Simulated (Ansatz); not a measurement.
Adsorption energy and surface dipole of O on the 1x1 (111) surface of fcc Cu, one in a 2x2 cell, started at the site 'hollow Cu-Cu-Cu over Cu at depth 4.1 Å', worked from the runs' numbers; total energies count from the potentials' own zero.

Computed with PBE (plane waves to 420 eV, PAW; Ansatz, a program for electronic structure).

Set-up: 17 atoms, 6.2 Å thick at the start under the adsorbate (thin: gaps and levels are the slab's own); mesh 6x6x1; 0.1 eV smearing; dipole correction on; 8 atoms held, the rest relaxed; start symmetry kept, larger cells not searched; spin-polarised, no spin-orbit, no U, no dispersion correction. The starting moment vanished. At the end it is bonded to 3 Cu. In PBE it is, or lies within 0.03 eV of, the lowest of the starts that converged.

```tsv
quantity	value
slab with the adsorbate	-106565.542 eV
clean slab, same cell and mesh	-105999.042 eV
reference, ½ O2(g)	-564.968 eV
area of the cell	22.82 Å²
change of the step from the bottom to the top vacuum level	0.904 eV
```

**Question.** What is the adsorption energy against this reference?

**Answer.** E(slab + adsorbate) − E(slab) − E(reference) = -1.53 eV, so in this state the adsorbate is more stable than in the reference, at a coverage of 4.38 a nm².

**Question.** What dipole does adsorption add to the slab along the outward normal (Helmholtz relation, ε₀ = 0.005526 e/(V·Å))?

**Answer.** p = −ε₀·A·ΔV = -0.114 e·Å = -0.55 D; its negative end points to the vacuum, which raises the vacuum level.
